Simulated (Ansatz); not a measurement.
The starting structures come from a database of crystals and need not be the phases stable at ambient conditions.

The decay constant κ of evanescent states in the gap governs leakage through a thin film.

Here is the system:

```yaml
crystal:
  lattice:
    - [5.20428, 0.00000, 0.00000]
    - [-2.60214, 4.50704, 0.00000]
    - [2.60214, 1.50235, 4.90751]
  atoms:
    - { symbol: In, position: [0.00000, 0.50000, 0.50000] }
    - { symbol: In, position: [0.00000, 0.00000, 0.00000] }
    - { symbol: F, position: [0.85429, 0.25000, 0.25000] }
    - { symbol: F, position: [0.14571, 0.75000, 0.75000] }
    - { symbol: F, position: [0.50000, 0.60429, 0.25000] }
    - { symbol: F, position: [0.50000, 0.39571, 0.75000] }
    - { symbol: F, position: [0.14571, 0.89571, 0.25000] }
    - { symbol: F, position: [0.85429, 0.10429, 0.75000] }
```

Space group of this cell: R-3c. The cell is taken as given; by r2SCAN its mean pressure is -0.5 GPa.

Transport runs along the normal of the first two printed cell vectors, the (001) plane of the conventional cell.

No gap correction and no spin-orbit coupling; mid-gap values are interpolated between computed energies.

Problem. Give the band gap and the smallest decay constant κ at mid-gap that r2SCAN run with Ansatz (an electronic-structure program) yields.

Solution. Gap 5.08 eV on a 8×8×8 mesh; κ = 0.440 1/Å, at the zone centre.
